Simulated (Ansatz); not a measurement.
An Ansatz (a first-principles code) run: InSe; PBE-D3(BJ) in Ansatz (plane waves to 420 eV, PAW, spin-orbit coupling left out), earlier PAW set.

Input:

Ansatz 0.2 input:
```yaml
crystal:
  lattice:
    - [4.0320426134, 0, 0]
    - [-2.0160213067, 3.4918513324, 0]
    - [0, 0, 16.76257805]
  atoms:
    - { symbol: In, position: [0.3333333333, 0.6666666667, 0.6666732788] }
    - { symbol: In, position: [0.6666666667, 0.3333333333, 0.1666732788] }
    - { symbol: In, position: [0.6666666667, 0.3333333333, 0.3333267212] }
    - { symbol: In, position: [0.3333333333, 0.6666666667, 0.8333267212] }
    - { symbol: Se, position: [0.3333333333, 0.6666666667, 0.089911059] }
    - { symbol: Se, position: [0.6666666667, 0.3333333333, 0.589911059] }
    - { symbol: Se, position: [0.6666666667, 0.3333333333, 0.910088941] }
    - { symbol: Se, position: [0.3333333333, 0.6666666667, 0.410088941] }
basis: { ecutwfc: 420, ecutrho_ratio: 4, xc_grid: 2, fft_grid_basis: typed }
kpoints: { mp_grid: { grid: [9, 9, 2] } }
hamiltonian:
  xc: pbe
  dispersion: d3bj
  pseudopotentials: { azcp: { folder: ./paw }, kind: paw }
scf: { occupations: { method: fermi_dirac, width: 0.05 }, convergence: { dr2_threshold: 0.0000000008 } }
output: { forces: true, stress: true }
checkpoint: { write: state.ck, write_every: 1000 }
```

Output:

```
WARN ansatz: RAYON_NUM_THREADS=2 ignored (pool sized by the plan → 2); use --threads N
Pseudopotentials: kind: paw
Pseudopotential: In, paw, valence charge 13
Pseudopotential: Se, paw, valence charge 16
Functional definition: PBE
Crystal: 8 atoms, lattice volume = 236.005 Å³
Basis set: ecut = 420 eV, 4629 PW (Γ), exchange–correlation on 54×54×240 points (8 copies of the dense FFT grid, shifted against one another)
Bands: 66, of which v1, the nominal top of the filled ones, is band 58 counted from 1 (57 counted from 0)
Symmetry: 24 space group operations
Space group: P63/mmc (ITA 194), of the structure as read, at distance tolerance 6.2e-5 Å
k-points: 24 of 162
Initial density: superposition of atomic densities (chi_scale 0.1, normalization cell, long waves kept (reshape's long-wave potential 0.69 eV rms))
Initial wavefunctions: pseudopotential atomic-orbital guess
Eigensolver: davidson
Functional: x = pbe(κ = 0.804, μ = 0.2195149727645171), c = pbe(β = 0.06672455060314922)
SCF iter   1: F=—  HF=-44279.633776 eV  |F-HF|=—  |Δ(HF+E_count)|=         —  Δρ=4.94e-2  dr2=2.94e1  ethr=3.10e-3  ⟨swp⟩=6.1  Hψ=6300  notcnv=0
all-band conjugate gradients solve this SCF's bands
preconditioner: auto → Resta (q_TF=auto, 2.424 Å⁻¹)
SCF iter   2: F=—  HF=-44274.752702 eV  |F-HF|=—  |Δ(HF+E_count)|=    4.88e0  Δρ=1.91e-2  dr2=7.91e-1  ethr=3.10e-3  ⟨swp⟩=4.7  Hψ=3291  notcnv=0  defer=39
SCF iter   3: F=—  HF=-44274.519203 eV  |F-HF|=—  |Δ(HF+E_count)|=   2.33e-1  Δρ=1.10e-2  dr2=2.38e-1  ethr=6.82e-4  ⟨swp⟩=2.2  Hψ=3312  notcnv=0  defer=70
SCF iter   4: F=—  HF=-44274.467826 eV  |F-HF|=—  |Δ(HF+E_count)|=   5.14e-2  Δρ=1.92e-3  dr2=1.71e-2  ethr=2.05e-4  ⟨swp⟩=3.0  Hψ=3027  notcnv=0  defer=70
SCF iter   5: F=—  HF=-44274.463070 eV  |F-HF|=—  |Δ(HF+E_count)|=   4.76e-3  Δρ=8.48e-4  dr2=2.35e-3  ethr=1.47e-5  ⟨swp⟩=2.0  Hψ=2906  notcnv=0  defer=70
SCF iter   6: F=—  HF=-44274.465279 eV  |F-HF|=—  |Δ(HF+E_count)|=   2.21e-3  Δρ=1.84e-4  dr2=2.79e-4  ethr=2.03e-6  ⟨swp⟩=2.0  Hψ=1915  notcnv=0  defer=70
SCF iter   7: F=—  HF=-44274.465425 eV  |F-HF|=—  |Δ(HF+E_count)|=   1.47e-4  Δρ=5.27e-5  dr2=9.26e-6  ethr=2.41e-7  ⟨swp⟩=2.0  Hψ=1895  notcnv=0  defer=70
SCF iter   8: F=—  HF=-44274.465464 eV  |F-HF|=—  |Δ(HF+E_count)|=   3.85e-5  Δρ=2.11e-5  dr2=1.90e-6  ethr=7.99e-9  ⟨swp⟩=2.0  Hψ=2433  notcnv=0  defer=70
SCF iter   9: F=—  HF=-44274.465465 eV  |F-HF|=—  |Δ(HF+E_count)|=   1.41e-6  Δρ=5.47e-6  dr2=1.97e-7  ethr=1.64e-9  ⟨swp⟩=2.0  Hψ=2427  notcnv=0  defer=70
SCF iter  10: F=—  HF=-44274.465465 eV  |F-HF|=—  |Δ(HF+E_count)|=   1.42e-7  Δρ=1.38e-6  dr2=4.51e-9  ethr=1.70e-10  ⟨swp⟩=2.0  Hψ=1911  notcnv=0  defer=70
SCF iter  11: F=-44274.465465 eV  HF=-44274.465465 eV  |F-HF|=4.37e-10  |Δ(HF+E_count)|=   8.86e-9  Δρ=3.19e-7  dr2=4.15e-10  ethr=1.00e-12  ⟨swp⟩=4.8  Hψ=5913  notcnv=0
SCF 1 converged in 11 iterations: F = -44274.465465 eV  dr2 = 4.15e-10
SCF converged after 11 iterations
Free energy (F): -44274.465465 eV
Harris-Foulkes:  -44274.465465 eV  (|F-HF|=4.37e-10)
Internal energy: -44274.465238 eV  (E = F + TS)
E sigma→0 (E₀):  -44274.465352 eV
Entropy (-TS):   -0.000227 eV (-0.028 meV/atom)
Fermi energy:    7.226186 eV
--- Per-component energies (eV) ---
  E_band       = -1851.368712
  E_kinetic    = 1315.423025
  E_local      = -16488.821491  (includes V_loc(G=0)·N_el)
  E_nonlocal   = -108.740603
  E_hartree    = 8005.583971
  E_xc         = -911.120717
  E_vxc        = -717.537560  (∫ρ·V_xc dr)
  E_paw        = -25358.483751  (= ΣΔE_a)
  E_vpaw       = -1862.859803  (= ΣTr[D̂ρ^β])
  E_aug_tail   = -0.000894  (compensation charges beyond the density's cutoff)
  E_ewald      = -10725.930006
  E_disp       = -2.374771  (pairwise vdW)
  E_smearing   = -0.000227  (= −TS)
  E_closure    = 0.000000  (closes the sum)
  Σ components = -44274.465465   (vs F -44274.465465, Δ=0.00e0)
  [band-id]    e_kinetic+e_local+e_nonlocal+2·e_hartree+e_vxc+e_vpaw+e_augmentation_tail = -1851.369384   (vs E_band -1851.368712, Δ=-6.72e-4)
--- Forces (eV/Å), atoms counted from 1 ---
  atom   1  In     0.00000000    -0.00000000    -0.00015733
  atom   2  In     0.00000000     0.00000000    -0.00015733
  atom   3  In     0.00000000     0.00000000     0.00015733
  atom   4  In    -0.00000000    -0.00000000     0.00015733
  atom   5  Se     0.00000000     0.00000000     0.00029357
  atom   6  Se    -0.00000000    -0.00000000     0.00029357
  atom   7  Se    -0.00000000    -0.00000000    -0.00029357
  atom   8  Se     0.00000000     0.00000000    -0.00029357
  max |Σ_I F_I| component: 6.87e-18 eV/Å
--- Stress (GPa, compression-positive) ---
       -0.000571       0.000000       0.000000
        0.000000      -0.000571       0.000000
        0.000000       0.000000       0.003542
  P = ⅓ Tr σ = 0.0008 GPa (0.008 kbar)
  The stress holds the Pulay correction. Without it, at fixed plane waves, as pw.x and ABINIT print it: P = -0.0174 GPa
  The stress includes an estimate of the error left by incomplete SCF convergence (largest component 0.0000 GPa).
--- Band table ---
  band table: none
```

Whether these cells are dynamically stable was not tested. The cell is InSe in the beta-GaS type structure (space group P6_3/mmc, No. 194; layered, stacked along the Cartesian z axis).
